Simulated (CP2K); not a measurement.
```xyz
12
Lattice="3.3617 0.0000 0.0000 -1.6809 2.9114 0.0000 0.0000 0.0000 38.3263" Properties=species:S:1:pos:R:3 pbc="T T T"
Te     0.0000     0.0000    12.7025
Te     0.0000     0.0000    27.1036
Te     0.0000     0.0000     8.8990
Te     0.0000     0.0000    23.2982
Mo     0.0000     0.0000    18.0007
W      0.0000     0.0000     3.5985
W      0.0000     1.9409    10.8000
W      0.0000     1.9409    25.2019
S      0.0000     1.9409     2.0811
S      0.0000     1.9409    16.4934
S      0.0000     1.9409     5.1166
S      0.0000     1.9409    19.5085
```

Level of theory: PBEsol, GPW, DZVP-MOLOPT-SR-GTH basis, GTH-PBE potentials (GTH_POTENTIALS) (CP2K 2026.2).

The set-up and first iterations of a CP2K log for Te4MoW3S4 (P3m1, 12 atoms in the cell):

```
 GLOBAL| Method name                                                        CP2K
 GLOBAL| Project name                                                       calc
 GLOBAL| Run type                                                   ENERGY_FORCE

 TOTAL NUMBERS AND MAXIMUM NUMBERS

  Total number of            - Atomic kinds:                                   4
                             - Atoms:                                         12
                             - Shell sets:                                    12
                             - Shells:                                        72
                             - Primitive Cartesian functions:                 61
                             - Cartesian basis functions:                    236
                             - Spherical basis functions:                    208

  Maximum angular momentum of- Orbital basis functions:                        3
   [... lines left out ...]
                        max_diis:                                              4
                        eps_scf:                                        1.00E-06
                        eps_diis:                                       1.00E-01
                        eps_eigval:                                     1.00E-05
                        level_shift [a.u.]:                             0.000000
                        added MOs                                        17    0
                        Mixing method:                            BROYDEN_MIXING
                                                charge density mixing in g-space
                        Smear method:                                   GAUSSIAN
                        Smearing width (sigma) [a.u.]:                  1.84E-03
                        Accuracy threshold:                             1.00E-10
                        No outer SCF

 Extrapolation method: initial_guess

 Number of electrons:                                                        104
 Number of occupied orbitals:                                                 52
 Number of molecular orbitals:                                                69

 Number of orbital functions:                                                208
 Number of independent orbital functions:                                    208
 SCF WAVEFUNCTION OPTIMIZATION

  Step     Update method      Time    Convergence         Total energy    Change
     1 NoMix/Diag. 0.20E+00      -    25.82441657      -347.8725952688 -3.48E+02
     2 Broy./Diag. 0.20E+00      -    41.68060830      -349.1556851171 -1.28E+00
     3 Broy./Diag. 0.20E+00      -    27.21031964      -348.5748943662  5.81E-01
     4 Broy./Diag. 0.20E+00      -     9.29487873      -348.2948364679  2.80E-01
     5 Broy./Diag. 0.20E+00      -    20.17281121      -347.1881815908  1.11E+00
     6 Broy./Diag. 0.20E+00      -     5.95790306      -346.6114323864  5.77E-01
```

Problem. How does the run end?

Solution. The run ended unconverged after 100 iterations. It gives no final result for the task that was set. The log goes on:

```
   [... 90 lines left out ...]
    97 Broy./Diag. 0.20E+00      -     0.00023546      -346.7379093870  9.14E-06
    98 Broy./Diag. 0.20E+00      -     0.00011809      -346.7379225845 -1.32E-05
    99 Broy./Diag. 0.20E+00      -     0.00002796      -346.7379180309  4.55E-06
   100 Broy./Diag. 0.20E+00      -     0.00002195      -346.7379113698  6.66E-06
  Leaving inner SCF loop after reaching   100 steps.

  Overlap energy of the core charge distribution:               0.00000001578444
  Self energy of the core charge distribution:               -603.11718884834022
  Core Hamiltonian energy:                                    133.03582446775619
  Hartree energy:                                             179.61743635383198
  Exchange-correlation energy:                                -56.27382012929010
  Smearing free energy correction:                             -0.00016323209542
  Fermi energy:                                                 0.16884216366016

  Total energy:                                              -346.73791136983522
  Total energy (extrapolated to sigma->0):                   -346.73782975378748

 *******************************************************************************
 *   ___                                                                       *
   [... lines left out ...]
 * /| |                                                                        *
 * / \                                                            qs_scf.F:702 *
 *******************************************************************************

 ===== Routine Calling Stack =====

            4 scf_env_do_scf
            3 qs_energies
            2 qs_forces
            1 CP2K
Abort(1) on node 0 (rank 0 in comm 0): application called MPI_Abort(MPI_COMM_WORLD, 1) - process 0
```

The starting cell comes from a database of computed structures (which also holds hypothetical and non-ambient phases and stackings), without a prior relaxation at this level. Values carry the incompleteness of an atom-centred basis. The potentials were made for another functional than the one used.

The run was DFT PBEsol, GPW, DZVP-MOLOPT-SR-GTH basis, GTH-PBE potentials (GTH_POTENTIALS). Main settings of its input:

CUTOFF: 500 Ry
REL_CUTOFF: 10 Ry
SMEAR/METHOD: GAUSSIAN
SIGMA: 0.05 eV
KPOINTS/SCHEME: MONKHORST-PACK 12 12 1
GAMMA_CENTERED: T
XC_FUNCTIONAL: PBE:PBESOL
Te/BASIS_SET: DZVP-MOLOPT-SR-GTH-q6
Te/POTENTIAL: GTH-PBE-q6
Mo/BASIS_SET: DZVP-MOLOPT-SR-GTH-q14
Mo/POTENTIAL: GTH-PBE-q14
W/BASIS_SET: DZVP-MOLOPT-SR-GTH-q14
